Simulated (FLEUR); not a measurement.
**How far to go with the basis cutoff: SbAs (R3m, 2 atoms in the cell)**

```
CELL_PARAMETERS angstrom
      2.02662     1.17007     3.70544
     -2.02662     1.17007     3.70544
      0.00000    -2.34014     3.70544
ATOMIC_POSITIONS crystal
  Sb 0.23360 0.23360 0.23360
  As 0.77090 0.77090 0.77090
```

Computed with LDA (Perdew-Zunger), all-electron FLAPW (FLEUR), scalar-relativistic valence in FLEUR.

Base settings: Kmax = 4.2 1/bohr; GmaxXC = 16.8 1/bohr; xcFunctional = pz; jspins = 1; l_soc = F; mode = hist; fermiSmearingEnergy = 0.00367493 Htr; mesh (inpgen div1-3) = 4 4 4; inpgen gamma flag = true; Gmax = 16.8 1/bohr.

Moved along: Gmax, GmaxXC.

The second cell is the first with its lattice scaled by 0.98.

The mesh stays at the base's, so the ladder's end is converged at best in this setting alone.

Only quantities that move along the ladder and can be compared are tabulated.

These are the values that this program gave, and no reference: the default basis lacks the next d shell.

Core times come from one kind of shared machine, to one figure; runs under 30 s give none.

The starting cell comes from a database of computed structures (which also holds hypothetical and non-ambient phases and stackings), without a prior relaxation at this level. Its lattice was rescaled by up to half a per cent. One atom was moved a little off its site on purpose. Values depend on the basis (sphere radii, cutoffs, local orbitals), which need not be converged. No gap is read from this output.

| Kmax | free energy less the last step's (meV/atom) | energy of the compressed cell less the first (meV/atom) | largest difference of a force vector from the last step's (eV/Å) | core time / last (rough) |
|---|---|---|---|---|
| 2.48 1/bohr | 2113.01 | 30.23 | 0.173 | – |
| 2.66 1/bohr | 1255.64 | -19.09 | 0.174 | – |
| 2.82 1/bohr | 752.40 | 30.38 | 0.156 | 0.2 |
| 2.97 1/bohr | 475.07 | 32.49 | 0.136 | – |
| 3.11 1/bohr | 319.03 | 19.04 | 0.115 | 0.2 |
| 3.25 1/bohr | 208.51 | 24.73 | 0.103 | – |
| 3.51 1/bohr | 100.15 | 24.98 | 0.074 | 0.3 |
| 3.76 1/bohr | 54.23 | 21.08 | 0.052 | – |
| 3.98 1/bohr | 34.07 | 19.50 | 0.040 | 0.4 |
| 4.2 1/bohr | 22.47 | 18.59 | 0.033 | 0.6 |
| 4.4 1/bohr | 16.09 | 17.76 | 0.025 | 0.3 |
| 4.6 1/bohr | 11.54 | 17.31 | 0.019 | 0.7 |
| 4.88 1/bohr | 6.92 | 16.47 | 0.012 | 0.9 |
| 5.14 1/bohr | 3.82 | 15.85 | 0.006 | 0.4 |
| 5.56 1/bohr | 0.00 | 15.28 | 0.000 | 1 |

Coarsest Kmax that holds the forces within 0.01 eV/Å: not settled: the last two steps still differ by 0.006 eV/Å, over half the tolerance, so the ladder does not show it.

Coarsest Kmax that holds the free energy within 5 meV/atom: not settled: the last two steps still differ by 3.8 meV/atom, over half the tolerance, so the ladder does not show it.

Coarsest Kmax that holds the energy of the compressed cell less the first within 1 meV/atom: not settled: the last two steps still differ by 0.58 meV/atom, over half the tolerance, so the ladder does not show it.

Two neighbours can agree and both be off: 3.25 1/bohr and 3.51 1/bohr differ by 0.24 meV/atom in the energy of the compressed cell less the first, yet lie about 9.7 meV/atom from the last step.
